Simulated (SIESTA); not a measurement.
SIESTA run on Cs₃Bi (I4mm, 4 atoms in the cell): self-consistent single point.

Method of the run: GGA PBEsol, numerical atomic orbitals DZP, PseudoDojo PBEsol standard norm-conserving potentials (rewritten from UPF to PSML) (SIESTA).

The change in words: lattice scaled by 0.98; MeshCutoff: 350 Ry → 473 Ry. Reference geometry:
```yaml
crystal:
  lattice:
    - [0.00000, 4.67311, 4.67311]
    - [4.67311, 0.00000, 4.67311]
    - [4.67311, 4.67311, 0.00000]
  atoms:
    - { symbol: Cs, position: [0.25000, 0.25000, 0.25000] }
    - { symbol: Cs, position: [0.75000, 0.75000, 0.75000] }
    - { symbol: Cs, position: [0.50535, 0.50535, 0.49465] }
    - { symbol: Bi, position: [0.00000, 0.00000, 0.00000] }
```

Reference input (self-consistent single point, DFT, GGA PBEsol, numerical atomic orbitals DZP, PseudoDojo PBEsol standard norm-conserving potentials (rewritten from UPF to PSML)): XC.functional = GGA; XC.authors = PBEsol; potentials = PseudoDojo PBEsol standard; PAO.BasisSize = DZP; PAO.EnergyShift = 0.01 Ry; MeshCutoff = 350 Ry; kgrid.MonkhorstPack = 5 5 5; OccupationFunction = MP; OccupationMPOrder = 0; ElectronicTemperature = 0.272 eV; MaxSCFIterations = 150; SCF.Mixer.Method = Pulay. This run's input differs from it in these lines:

```diff
@@ -12,5 +12,5 @@
 %block LatticeVectors
-     0.000000000    8.830901830    8.830901830
-     8.830901830    0.000000000    8.830901830
-     8.830901830    8.830901830    0.000000000
+     0.000000000    8.654284247    8.654284247
+     8.654284247    0.000000000    8.654284247
+     8.654284247    8.654284247    0.000000000
 %endblock LatticeVectors
@@ -18,5 +18,5 @@
 %block AtomicCoordinatesAndAtomicSpecies
-     4.415450915    4.415450915    4.415450915  1
-    13.246352745   13.246352745   13.246352745  1
-     8.830901830    8.830901830    8.925392479  1
+     4.327142123    4.327142123    4.327142123  1
+    12.981426370   12.981426370   12.981426370  1
+     8.654284247    8.654284247    8.746885088  1
      0.000000000    0.000000000    0.000000000  2
@@ -28,3 +28,3 @@
 PAO.EnergyShift              0.01 Ry
-MeshCutoff                   350 Ry
+MeshCutoff                   473 Ry
 %block kgrid.MonkhorstPack
```

Log, with long lists cut:

```
        iscf     Eharris(eV)        E_KS(eV)     FreeEng(eV)     dDmax    Ef(eV) dHmax(eV)
   scf:    1    -4114.009723    -4125.609395    -4125.609514  0.764094 -3.828865  4.360351
   scf:    2    -4128.104353    -4127.004217    -4127.009124  0.116552 -3.446312  2.378342
   scf:    3    -4127.632974    -4127.401914    -4127.410052  0.166820 -3.107994  1.085075
   scf:    4    -4127.462024    -4127.438416    -4127.446622  0.071995 -3.169801  0.354208
   scf:    5    -4127.446248    -4127.443969    -4127.452169  0.013979 -3.115491  0.016035
   scf:    6    -4127.444015    -4127.443994    -4127.452194  0.001362 -3.115668  0.003759
   scf:    7    -4127.443983    -4127.443991    -4127.452191  0.001364 -3.118198  0.008250
   scf:    8    -4127.443998    -4127.443996    -4127.452196  0.000490 -3.116767  0.001065
   scf:    9    -4127.443996    -4127.443996    -4127.452196  0.000064 -3.116989  0.000144
   scf:   10    -4127.443996    -4127.443996    -4127.452196  0.000009 -3.116991  0.000031
SCF Convergence by DM+H criterion
max |DM_out - DM_in|         :     0.0000087800
max |H_out - H_in|      (eV) :     0.0000313559
SCF cycle converged after 10 iterations

Using DM_out to compute the final energy and forces

siesta: E_KS(eV) =            -4127.4440

siesta: E_KS - E_eggbox =     -4127.4440

siesta: Atomic forces (eV/Ang):
     1   -0.000004   -0.000004    0.032125
     2    0.000004    0.000004    0.032133
     3    0.000000    0.000000   -0.052918
     4    0.000000    0.000000   -0.011309
   Tot    0.000000    0.000000    0.000031
   Max    0.052918
   Res    0.020398    sqrt( Sum f_i^2 / 3N )
   Max    0.052918    constrained

Stress tensor Voigt[x,y,z,yz,xz,xy] (kbar):      -22.23      -22.23      -22.18       -0.01       -0.01       -0.01
(Free)E + p*V (eV/cell)    -4124.7890
   [... lines left out ...]
siesta: FreeEng =     -4127.452196
   [... lines left out ...]
siesta:    -0.013873   -0.000005   -0.000005
siesta:    -0.000005   -0.013873   -0.000005
siesta:    -0.000005   -0.000005   -0.013844

siesta: Cell volume =        192.099777 Ang**3

siesta: Pressure (static):
siesta:                Solid            Molecule  Units
siesta:           0.00015099          0.00015006  Ry/Bohr**3
siesta:           0.01386346          0.01377794  eV/Ang**3
siesta:          22.21171278         22.07468898  kBar
```

The run converged in 10 iterations. Against the reference run the free energy goes up by 36.3 meV/atom, the pressure goes from 1.66 to 2.22 GPa and the largest force goes from 0.048 to 0.053 eV/Å.

The starting cell comes from a database of computed structures (which also holds hypothetical and non-ambient phases and stackings), without a prior relaxation at this level. Its lattice was rescaled by up to half a per cent. One atom was moved a little off its site on purpose. For this run, on top of that: lattice scaled by 0.98. Values carry the incompleteness of an atom-centred basis.

Cost on one core of a shared machine: roughly 40 s.
